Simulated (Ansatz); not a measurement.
# A computed series for TiTe2: pressure series

The parent structure is TiTe2 in the CdI2 type structure (space group P-3m1, No. 164; a = 3.697 Å, c = 6.384 Å; layered, stacked along the Cartesian z axis).

Cell and atoms are relaxed at each pressure.

Calculations: PBE-D3(BJ) (Ansatz, a quantum-chemistry and plane-wave program; PAW; 420 eV plane waves; scalar-relativistic without spin-orbit coupling).

Notes on the quantities. enthalpy: H = E + PV relative to the base's energy.

```csv
case,shortest interatomic distance,enthalpy
base,2.748 Å,–
pressure −2 GPa,2.770 Å,-0.32 eV/atom
pressure −1 GPa,2.758 Å,-0.16 eV/atom
pressure 0.3 GPa,2.745 Å,+0.05 eV/atom
pressure 0.7 GPa,(withheld),+0.11 eV/atom
pressure 1.5 GPa,2.734 Å,+0.23 eV/atom
pressure 3 GPa,(withheld),+0.46 eV/atom
pressure 5 GPa,2.706 Å,+0.75 eV/atom
pressure 7.5 GPa,2.690 Å,+1.10 eV/atom
pressure 10 GPa,2.674 Å,+1.44 eV/atom
```

### Question
Complete the table.

### Answer

- pressure 0.7 GPa, shortest interatomic distance: 2.741 Å
- pressure 3 GPa, shortest interatomic distance: 2.722 Å

Load acts through the strain it causes; cell and atoms are relaxed under it. Stability against distortions was not tested. Competing high-pressure phases were not computed. All final runs are without spin polarisation.
